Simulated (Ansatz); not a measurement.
**IrO2: pressure series**

The reference is IrO2 in the rutile structure (space group P4_2/mnm, No. 136).

```
CELL_PARAMETERS angstrom
      4.52929     0.00000     0.00000
      0.00000     4.52929     0.00000
      0.00000     0.00000     3.17979
ATOMIC_POSITIONS crystal
  Ir 0.00000 0.00000 0.00000
  Ir 0.50000 0.50000 0.50000
  O  0.30843 0.30843 0.00000
  O  0.80843 0.19157 0.50000
  O  0.19157 0.80843 0.50000
  O  0.69157 0.69157 0.00000
```

Cell and atoms are relaxed at each pressure.

All numbers come from Kohn–Sham DFT with the PBE functional, run in Ansatz (a first-principles code) with PAW and 420 eV plane waves, scalar-relativistic without spin-orbit coupling.

Notes on the quantities. enthalpy: H = E + PV relative to the base's energy.

```
change                 enthalpy  shortest interatomic distance
----------------  -------------  -----------------------------
base                          –                     3.733 bohr
pressure −2 GPa   -0.14 eV/atom                     3.745 bohr
pressure −1 GPa   -0.07 eV/atom                     3.739 bohr
pressure 0.3 GPa  +0.02 eV/atom                     3.732 bohr
pressure 0.7 GPa  +0.05 eV/atom                     3.730 bohr
pressure 1.5 GPa  +0.10 eV/atom                     3.725 bohr
pressure 3 GPa    +0.20 eV/atom                     3.718 bohr
pressure 5 GPa    +0.34 eV/atom                     3.708 bohr
pressure 7.5 GPa  +0.50 eV/atom                     3.696 bohr
pressure 10 GPa   +0.67 eV/atom                     3.684 bohr
```

Load acts through the strain it causes; cell and atoms are relaxed under it. Stability against distortions was not tested. No other phases were tried under pressure. No Hubbard U is applied, and correlation can decide whether such a compound is a metal. All final runs are without spin polarisation.
